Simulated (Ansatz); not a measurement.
Mg2Sn, response to strain

The parent structure is Mg₂Sn (space group Fm-3m, No. 225; relaxed with 0.1 eV smearing).

```
Mg2Sn
1.0
    0.00000     3.37356     3.37356
    3.37356     0.00000     3.37356
    3.37356     3.37356     0.00000
Mg Sn
2 1
Direct
  0.25000   0.25000   0.25000
  0.75000   0.75000   0.75000
  0.00000   0.00000   0.00000
```

Cartesian axes are those of the cell as printed.

Strains are applied to the cell and any free atomic positions relax; under biaxial strain the out-of-plane vector relaxes too.

Method: Ansatz (a quantum-chemistry and plane-wave program), PBEsol, PAW, cutoff 420 eV, no spin-orbit coupling.

```tsv
biaxial strain, plane normal [001], relaxed out of plane (%)	out-of-plane strain (%)
0	0.00
0.5	?
1	-0.74
1.5	-1.11
2	-1.47
2.5	-1.84
3	-2.20
```

### Question
Fit ε⊥ = −νε + γε² (strains in %) to the rows shown and predict the withheld row.

### Answer
Least squares on the printed values gives ν = 0.74 (the biaxial Poisson response) and γ = 0.003 (largest residual 0.00 %); this predicts -0.37 %, and the run gives -0.36 %, in agreement.

No phonon test of stability was made.
